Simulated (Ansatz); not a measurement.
**Input and output of a self-consistent single point for GaSb (F-43m, 2 atoms in the cell) (Ansatz, an electronic-structure program)**

Method of the run: PBEsol, default PAW files made with PBE (plane waves; Ansatz).

The input file:

Ansatz 0.2 input:
```yaml
# GaSb
crystal:
  lattice:
    - [0.000000, 3.065250, 3.065250]
    - [3.065250, 0.000000, 3.065250]
    - [3.065250, 3.065250, 0.000000]
  atoms:
    - { symbol: Ga, position: [0.000000, 0.000000, 0.000000] }
    - { symbol: Sb, position: [0.250000, 0.250000, 0.250000] }
basis:
  ecutwfc: 420.0
kpoints:
  mp_grid: { grid: [7, 7, 7] }
hamiltonian:
  xc: pbesol
  pseudopotentials: { kind: paw }
scf:
  occupations: { method: fermi_dirac, width: 0.02 }
output:
  forces: true
  eigenvalues: true
  stress: true
```

Output, abridged:

```
WARN ansatz: RAYON_NUM_THREADS=1 ignored (pool sized by the plan → 1); use --threads N
Pseudopotentials: kind: paw
Pseudopotential: Ga, paw, valence charge 13
Pseudopotential: Sb, paw, valence charge 15
Crystal: 2 atoms, lattice volume = 57.601 Å³
Basis set: ecut = 420 eV, 1139 PW (Γ), exchange–correlation on 60×60×60 points (8 copies of the dense FFT grid, shifted against one another)
Bands: 18, of which v1, the nominal top of the filled ones, is band 14 counted from 1 (13 counted from 0)
Symmetry: 24 space group operations
Space group: F-43m (ITA 216), of the structure as read, at distance tolerance 3.9e-5 Å
k-points: 20 of 343 (time reversal used)
PAW frozen core: Ga, regenerated for the run's functional, and the local potential with it
PAW frozen core: Sb, regenerated for the run's functional, and the local potential with it
Initial density: superposition of atomic densities (neutral atoms: chi_scale 0, normalization atom), corrected by the library's trained network
Initial wavefunctions: pseudopotential atomic-orbital guess
Eigensolver: davidson
Functional: x = pbesol(κ = 0.804, μ = 0.12345679012345678), c = pbesol(β = 0.046)
SCF iter   1: F=—  HF=-10151.521584 eV  |F-HF|=—  |Δ(HF+E_count)|=         —  Δρ=2.45e-3  dr2=4.47e-3  ethr=1.77e-3  ⟨swp⟩=6.2  Hψ=1849  notcnv=0
all-band conjugate gradients solve this SCF's bands
preconditioner: auto → none
SCF iter   2: F=—  HF=-10151.518618 eV  |F-HF|=—  |Δ(HF+E_count)|=   2.97e-3  Δρ=1.10e-3  dr2=5.20e-4  ethr=1.60e-5  ⟨swp⟩=2.0  Hψ=772  notcnv=0
SCF iter   3: F=—  HF=-10151.518770 eV  |F-HF|=—  |Δ(HF+E_count)|=   1.52e-4  Δρ=2.63e-4  dr2=3.46e-5  ethr=1.86e-6  ⟨swp⟩=2.0  Hψ=654  notcnv=0
SCF iter   4: F=—  HF=-10151.518777 eV  |F-HF|=—  |Δ(HF+E_count)|=   6.63e-6  Δρ=1.72e-4  dr2=1.12e-5  ethr=1.23e-7  ⟨swp⟩=2.0  Hψ=641  notcnv=0
SCF iter   5: F=—  HF=-10151.518774 eV  |F-HF|=—  |Δ(HF+E_count)|=   3.01e-6  Δρ=3.43e-5  dr2=6.82e-7  ethr=3.98e-8  ⟨swp⟩=2.0  Hψ=541  notcnv=0
SCF iter   6: F=-10151.518774 eV  HF=-10151.518774 eV  |F-HF|=4.56e-9  |Δ(HF+E_count)|=   2.88e-7  Δρ=6.94e-6  dr2=2.66e-8  ethr=3.57e-10  ⟨swp⟩=6.1  Hψ=1720  notcnv=0
SCF 1 converged in 6 iterations: F = -10151.518774 eV  dr2 = 2.66e-8
SCF converged after 6 iterations
Free energy (F): -10151.518774 eV
Harris-Foulkes:  -10151.518774 eV  (|F-HF|=4.56e-9)
Internal energy: -10151.518542 eV  (E = F + TS)
E sigma→0 (E₀):  -10151.518658 eV
Entropy (-TS):   -0.000232 eV (-0.116 meV/atom)
Fermi energy:    7.502820 eV
--- Per-component energies (eV) ---
  E_band       = -266.275814
  E_kinetic    = 323.430551
  E_local      = -3925.139282  (includes V_loc(G=0)·N_el)
  E_nonlocal   = 790.191198
  E_hartree    = 1803.015392
  E_xc         = -205.709468
  E_vxc        = -154.362986  (∫ρ·V_xc dr)
  E_paw        = -6449.667575  (= ΣΔE_a)
  E_vpaw       = -906.417556  (= ΣTr[D̂ρ^β])
  E_aug_tail   = -0.000121  (compensation charges beyond the density's cutoff)
  E_ewald      = -2488.834073
  E_core_change = 1.194835  (= ΣΔE_core)
  E_smearing   = -0.000232  (= −TS)
  E_closure    = 0.000000  (closes the sum)
  Σ components = -10151.518774   (vs F -10151.518774, Δ=0.00e0)
--- Forces (eV/Å), atoms counted from 1 ---
  atom   1  Ga     0.00000000    -0.00000000    -0.00000000
  atom   2  Sb    -0.00000000     0.00000000    -0.00000000
  max |Σ_I F_I| component: 5.55e-17 eV/Å
--- Stress (GPa, compression-positive) ---
       -0.427186       0.000000      -0.000000
        0.000000      -0.427186       0.000000
       -0.000000       0.000000      -0.427186
  P = ⅓ Tr σ = -0.4272 GPa (-4.272 kbar)
  The stress holds the Pulay correction. Without it, at fixed plane waves, as pw.x and ABINIT print it: P = -0.4600 GPa
--- Band table (eV; the first three rows and the last of 20) ---
  k-point 0: bands = ["-21.2020", "-21.2020", "-21.2020", "-21.1822", "-21.1822", "-7.4994", "-7.4994", "-7.4994", "-7.4507", "-7.4507", "-3.9734", "7.4232", "7.4884", "7.4884", "7.4884", "10.2572", "10.2572", "10.2572"]
  k-point 1: bands = ["-21.2019", "-21.2014", "-21.2014", "-21.1820", "-21.1820", "-7.5049", "-7.4970", "-7.4970", "-7.4510", "-7.4510", "-3.7664", "5.1568", "7.1754", "7.1754", "8.4653", "10.6844", "10.6844", "11.0704"]
  k-point 2: bands = ["-21.2016", "-21.2003", "-21.2003", "-21.1817", "-21.1817", "-7.5169", "-7.4922", "-7.4922", "-7.4513", "-7.4513", "-3.1904", "2.9390", "6.6799", "6.6799", "8.1329", "11.1914", "11.1914", "13.1599"]
  k-point 19: bands = ["-21.2017", "-21.1993", "-21.1965", "-21.1826", "-21.1803", "-7.5383", "-7.4816", "-7.4774", "-7.4565", "-7.4512", "-1.6017", "0.9181", "3.9253", "4.8516", "10.0499", "11.9135", "12.5440", "12.7634"]
```

The run converged in 6 iterations.

The starting cell has typed, rounded lattice constants, without a prior relaxation at this level. Its lattice was rescaled by up to half a per cent. Spin-orbit coupling is off. Ansatz's pressure includes its estimate of the finite-basis (Pulay) stress. The run gives no clean gap (levels at the Fermi energy touch, overlap or are partly filled at this smearing), which alone does not show that the compound is a metal.
